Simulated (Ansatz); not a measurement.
**A computed series for GaP: response to strain**

Take GaP in the zinc blende structure (space group F-43m, No. 216) as the base.

```yaml
crystal:
  lattice:
    - [0.00000, 2.71928, 2.71928]
    - [2.71928, 0.00000, 2.71928]
    - [2.71928, 2.71928, 0.00000]
  atoms:
    - { symbol: Ga, position: [0.00000, 0.00000, 0.00000] }
    - { symbol: P, position: [0.25000, 0.25000, 0.25000] }
```

Cartesian axes are those of the cell as printed.

Strains are applied to the cell and any free atomic positions relax.

Method: PBEsol, PAW, 420 eV (Ansatz, a quantum-chemistry and plane-wave program; no spin-orbit coupling).

```csv
change,gap character,electron mass,smallest direct gap
base,–,"1.2 mₑ along k, 0.23 mₑ across (off the special points)",1.80 eV
uniaxial strain ε_zz = −3.00 %,"indirect, Γ → Γ–M (87 % along)","1.1 mₑ along k, 0.23 mₑ across (off the special points)",1.93 eV
uniaxial strain ε_zz = −2.50 %,"indirect, Γ → Γ–M (87 % along)","1.0 mₑ along k, 0.22 mₑ across (off the special points)",1.91 eV
uniaxial strain ε_zz = −1.50 %,"indirect, Γ → Γ–M (87 % along)","1.1 mₑ along k, 0.22 mₑ across (off the special points)",1.86 eV
uniaxial strain ε_zz = −0.50 %,"indirect, Γ → Γ–M (87 % along)","1.1 mₑ along k, 0.23 mₑ across (off the special points)",1.82 eV
uniaxial strain ε_zz = +0.50 %,"indirect, Γ → Γ–X (87 % along)","1.1 mₑ along k, 0.23 mₑ across (off the special points)",1.75 eV
uniaxial strain ε_zz = +1.00 %,"indirect, Γ → Γ–X (87 % along)","1.1 mₑ along k, 0.23 mₑ across (off the special points)",1.70 eV
uniaxial strain ε_zz = +2.00 %,"indirect, Γ → Γ–X (87 % along)","1.0 mₑ along k, 0.23 mₑ across (off the special points)",?
uniaxial strain ε_zz = +2.50 %,"indirect, Γ → Γ–X (87 % along)","1.1 mₑ along k, 0.23 mₑ across (off the special points)",1.54 eV
uniaxial strain ε_zz = +3.00 %,"indirect, Γ → Γ–X (87 % along)","1.0 mₑ along k, 0.23 mₑ across (off the special points)",1.49 eV
```

Complete the table.


- uniaxial strain ε_zz = +2.00 %, smallest direct gap: 1.60 eV

Masses are band curvatures over ±0.01 Å⁻¹ around the edge. Along k means along the line from Γ to the band edge. Whether these cells are dynamically stable was not tested. k-point labels follow each cell's own Brillouin zone.
